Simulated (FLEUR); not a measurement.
Input and output of a self-consistent single point for Ba (Im-3m, 1 atom in the cell) (FLEUR).

Method of the run: FLEUR with PBE, all-electron FLAPW (FLEUR), scalar-relativistic valence.

The change in words: lattice scaled by 0.98. Reference geometry:
```xyz
1
Lattice="-2.5343 2.5343 2.5343 2.5343 -2.5343 2.5343 2.5343 2.5343 -2.5343" Properties=species:S:1:pos:R:3 pbc="T T T"
Ba     0.0000     0.0000     0.0000
```

Reference input (self-consistent single point, DFT, PBE, all-electron FLAPW (FLEUR), scalar-relativistic valence): Kmax = 3.8 1/bohr; GmaxXC = 15.2 1/bohr; xcFunctional = pbe; jspins = 1; l_soc = F; mode = hist; fermiSmearingEnergy = 0.00367493 Htr; mesh (inpgen div1-3) = 9 9 9; inpgen gamma flag = false; Gmax = 15.2 1/bohr; numbands = 0; maxIterBroyd = 15. This run's input differs from it in these lines:

```diff
@@ -3,5 +3,5 @@
 &input film=f /
--4.7892217348 4.7892217348 4.7892217348
-4.7892217348 -4.7892217348 4.7892217348
-4.7892217348 4.7892217348 -4.7892217348
+-4.6934371867 4.6934371867 4.6934371867
+4.6934371867 -4.6934371867 4.6934371867
+4.6934371867 4.6934371867 -4.6934371867
 1.0
@@ -42,5 +42,5 @@
          <bravaisMatrix>
-            <row-1>   -4.7892217347999999     4.7892217347999999     4.7892217347999999</row-1>
-            <row-2>    4.7892217347999999    -4.7892217347999999     4.7892217347999999</row-2>
-            <row-3>    4.7892217347999999     4.7892217347999999    -4.7892217347999999</row-3>
+            <row-1>   -4.6934371866999998     4.6934371866999998     4.6934371866999998</row-1>
+            <row-2>    4.6934371866999998    -4.6934371866999998     4.6934371866999998</row-2>
+            <row-3>    4.6934371866999998     4.6934371866999998    -4.6934371866999998</row-3>
          </bravaisMatrix>
```

The program printed (abridged):

```
 Iteration:     1   Distance:       2.52813689 me/bohr^3
 Iteration:     2   Distance:       2.39885479 me/bohr^3
 Iteration:     3   Distance:       0.28521758 me/bohr^3
 Iteration:     4   Distance:       0.06896148 me/bohr^3
 Iteration:     5   Distance:       0.04011120 me/bohr^3
   [... 3 lines left out ...]
 Iteration:     9   Distance:       0.00008719 me/bohr^3
 Iteration:    10   Distance:       0.00006246 me/bohr^3
 Iteration:    11   Distance:       0.00001297 me/bohr^3
 Iteration:    12   Distance:       0.00000065 me/bohr^3
 Run finished successfully
 Stop message:
   Structural relaxation: Done

[file out, last iteration]
             iter=     13
[...]
          total density-effective poten   -1.3702547495E+04
          total charge density-energy d   -1.9834061005E+02
 Updated energy parameters for spin:           1
[...]
 fermi energy and band-weighting factors:
    0.348025

[...]
FERMIE:
          first approx. to ef    (T=0)  :   0.215116 htr   (energy of the highest occ. eigenvalue)
          number of occ. states  (T=0)  :        176
          first approx. to seigv (T=0)  :  -3.117528 htr
          sum of weights of occ. states :   5.005487
          sum of semicore charge        :   0.000000 e
FERHIS:  Fermi-Energy by histogram:
          bandgap                     :   0.000064 htr
   [... lines left out ...]
          charge neutrality (T=0)     :   0.010974    (zero if the highest occ. eigenvalue is "entirely" occupied)
     EF_NEWTON:  Adjust Fermi-Energy by Newton-Method.
 Direct bandgap for spin            1 :    6.7623466945537503E-003  Htr
   [... lines left out ...]
 ---->    (input%tkb*entropy) TS=              0.0016377653 htr
 ---->    free energy=                     -8139.3787971579 htr
      extrapolation for T->0
 ---->    total electron energy=           -8139.3779782752 htr
 ***** TOTAL FORCES ON ATOMS *****
 TOTAL FORCE FOR ATOM TYPE=  1  X=  0.000   Y=  0.000   Z=  0.000
                       FX_TOT= 0.000000 FY_TOT= 0.000000 FZ_TOT= 0.000000
 Structural relaxation: Done
```

The run converged in 12 iterations. FLEUR gives forces in its relaxation mode, with a further iteration, so its stop message speaks of a relaxation. Against the reference run the free energy rises by 1.0 meV/atom.

The starting cell has typed, rounded lattice constants, without a prior relaxation at this level. Its lattice was rescaled by a random factor within 2.5 % of one. For this run, on top of that: lattice scaled by 0.98. Values depend on the basis (sphere radii, cutoffs, local orbitals), which need not be converged. The log's line on a gap gives a spacing of levels on this mesh, which the program prints for metals too.
